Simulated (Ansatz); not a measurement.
For GaGe2N (model structure, started from the BC2N type, R3m, No. 160, 4 atoms in the cell), PBEsol in Ansatz (plane waves, PAW) gives:

```
Item                                   Value
------------------------------  ------------
equilibrium lattice constant a       3.582 Å
c axis length                       18.612 Å
bulk modulus B0                     77.4 GPa
cohesive energy                 3.86 eV/atom
```

Question: What does r²SCAN (PAW; Ansatz, a program for electronic structure) give for the same quantities?

Answer: 
- lattice constant a: 3.629 Å (goes up by 1.3 %)
- lattice parameter c: 18.316 Å (shrinks by 1.6 %)
- bulk modulus: 80.3 GPa (grows by 3.7 %)
- cohesive energy: 3.43 eV/atom (decreases by 0.43 eV/atom)

Changes are worked out from the printed values.

Unless a cell is named, each level is at its own relaxed cell (PBEsol 17.23, r²SCAN 17.41 Å³/atom).

Caveats: the bulk modulus is −V dP/dV from two relaxed cells at ±2 % in volume (PBEsol, r²SCAN). Ansatz's density-functional and Hartree–Fock values are scalar-relativistic unless marked +SOC, with PAW data made under PBE.

A model structure was made by putting elements into a prototype or built by hand; it is no filed structure, need not be a known phase, and can be a saddle point held by its symmetry.
